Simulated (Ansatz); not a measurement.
Adsorption energy and surface dipole of O on the 1x1 (111) surface of fcc Al, one in a 2x1 cell, started at the site 'hollow Al-Al-Al over Al at depth 4.6 Å', worked from the runs' numbers; total energies count from the potentials' own zero.

These are PBE (plane waves to 420 eV, PAW; Ansatz, an electronic-structure program) values and carry that method's errors.

Model: 9-atom slab, 7.0 Å thick at the start under the adsorbate (thin: gaps and levels are the slab's own), 6x12x1 mesh, Fermi-Dirac 0.1 eV, dipole correction, 4 atoms held, the rest relaxed; start symmetry kept, larger cells not searched; spin-polarised, no spin-orbit, no U, no dispersion correction. The starting moment vanished. At the end it is bonded to 3 Al. In PBE it is, or lies within 0.03 eV of, the lowest of the starts that converged.

```
quantity                                                           value
----------------------------------------------------------  ------------
slab with the adsorbate                                     -4867.911 eV
clean slab, same cell and mesh                              -4298.510 eV
reference, ½ O2(g)                                           -564.968 eV
area of the cell                                                14.15 Å²
change of the step from the bottom to the top vacuum level      0.231 eV
```

### Question
What is the adsorption energy against this reference?

### Answer
E(slab + adsorbate) − E(slab) − E(reference) = -4.43 eV, so in this state the adsorbate is more stable than in the reference, at a coverage of 7.07 a nm².
